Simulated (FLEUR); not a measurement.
Band structure of Nb (Im-3m, 1 atom in the cell).

```yaml
crystal:
  lattice:
    - [-1.65881, 1.65881, 1.65881]
    - [1.65881, -1.65881, 1.65881]
    - [1.65881, 1.65881, -1.65881]
  atoms:
    - { symbol: Nb, position: [0.00000, 0.00000, 0.00000] }
```

Method of the run: PBE, all-electron FLAPW (FLEUR), scalar-relativistic valence.

Settings: Kmax = 4 1/bohr; GmaxXC = 20 1/bohr; xcFunctional = pbe; jspins = 1; l_soc = F; mode = hist; fermiSmearingEnergy = 0.00367493 Htr; mesh (inpgen div1-3) = 9 9 9; inpgen gamma flag = false; Gmax = 20 1/bohr; numbands = 0; maxIterBroyd = 15; imix = Anderson; alpha = 0.05.

The starting cell comes from a database of computed structures (which also holds hypothetical and non-ambient phases and stackings), without a prior relaxation at this level. Spin polarisation is off. Values depend on the basis (sphere radii, cutoffs, local orbitals), which need not be converged.

Levels in eV from the Fermi level, bands 3 to 10:
```
point       3       4      5      6      7     8     9    10
-----  ------  ------  -----  -----  -----  ----  ----  ----
Γ      -29.69  -29.69  -5.88   0.37   0.37  0.37  3.24  3.24
H      -30.58  -30.58  -3.64  -3.64   5.52  5.52  5.52  8.96
N      -30.10  -29.70  -3.66  -1.61   2.23  3.26  3.93  6.27
P      -30.35  -30.35  -1.08  -1.08  -1.08  4.06  4.06  9.32
```
